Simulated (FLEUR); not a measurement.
Short convergence ladders for Mg (P-3m1, 2 atoms in the cell)

```
CELL_PARAMETERS angstrom
      1.60018    -2.77160     0.00000
      1.60018     2.77160     0.00000
      0.00000     0.00000     5.19437
ATOMIC_POSITIONS crystal
  Mg 0.33333 0.66667 0.25963
  Mg 0.66667 0.33333 0.75000
```

Base method: LDA (Vosko-Wilk-Nusair), all-electron FLAPW (FLEUR), scalar-relativistic valence.

Base settings: Kmax = 3.8 1/bohr; GmaxXC = 11.4 1/bohr; xcFunctional = vwn; jspins = 1; l_soc = F; mode = hist; fermiSmearingEnergy = 0.00367493 Htr; mesh (inpgen div1-3) = 6 6 3; inpgen gamma flag = true; Gmax = 11.4 1/bohr.

**The k-point mesh**

Moved along: kpt_gamma.

Only quantities that move along the ladder and can be compared are tabulated.

| kpt_div | free energy less the last step's (meV/atom) |
|---|---|
| 2 2 1 | 128.88 |
| 2 2 2 | 554.92 |
| 3 3 2 | 335.74 |
| 4 4 3 | -53.08 |
| 6 6 3 | 44.21 |
| 6 6 4 | 30.86 |
| 8 8 4 | -6.93 |
| 9 9 5 | 3.04 |
| 15 15 8 | 0.00 |

Coarsest kpt_div that holds the free energy within 5 meV/atom: not settled: the last two steps still differ by 3.0 meV/atom, over half the tolerance, so the ladder does not show it.

**The k-point mesh at a smearing width of 0.05 eV**

In this ladder: fermiSmearingEnergy = 0.00183747 Htr. Moved along: kpt_gamma.

The second cell is the first with its lattice scaled by 0.98.

Only quantities that move along the ladder and can be compared are tabulated.

```csv
kpt_div,free energy less the last step's (meV/atom),energy of the compressed cell less the first (meV/atom)
4 4 3,-54.26,-10.20
5 5 3,-33.41,-9.57
6 6 3,47.14,-9.44
9 9 5,3.13,-10.31
13 13 7,3.41,-9.74
16 16 9,2.10,-9.83
23 23 13,0.00,-9.83
```

Coarsest kpt_div that holds the energy of the compressed cell less the first within 0.2 meV/atom of the last step, with all finer ones: 13 13 7; the step before is off by 0.48 meV/atom.

State of the free energy at the end of the ladder: still drifting one way, by 3.4 meV/atom over the last two steps, so the last step is no safe reference.

Two neighbours can agree and both be off: 9 9 5 and 13 13 7 differ by 0.28 meV/atom in the free energy, yet lie about 3.4 meV/atom from the last step.

**The width of Gaussian smearing**

In this ladder: mode = gauss; kpt_div = 10 10 5.

Narrow widths need finer meshes than wide ones, so the last steps can hold mesh noise.

Only quantities that move along the ladder and can be compared are tabulated; pressure and forces are left out, as mesh noise rules them at narrow widths.

| fermiSmearingEnergy | total energy (no entropy term) less the last step's (meV/atom) |
|---|---|
| 0.0367493 Htr | 99.80 |
| 0.0183747 Htr | 19.73 |
| 0.0110248 Htr | 6.66 |
| 0.00734986 Htr | 2.46 |
| 0.00367493 Htr | 0.00 |

Widest fermiSmearingEnergy that holds the total energy (no entropy term) within 5 meV/atom of the last step, with all finer ones: 0.00734986 Htr; the step before is off by 6.7 meV/atom.

On the base run: the starting cell has typed, rounded lattice constants, without a prior relaxation at this level. Its lattice was rescaled by up to half a per cent. One atom was moved a little off its site on purpose. Values depend on the basis (sphere radii, cutoffs, local orbitals), which need not be converged.

Left out of this page: 2 runs of the series outside the window shown, repeating another row's setting, or not comparable.
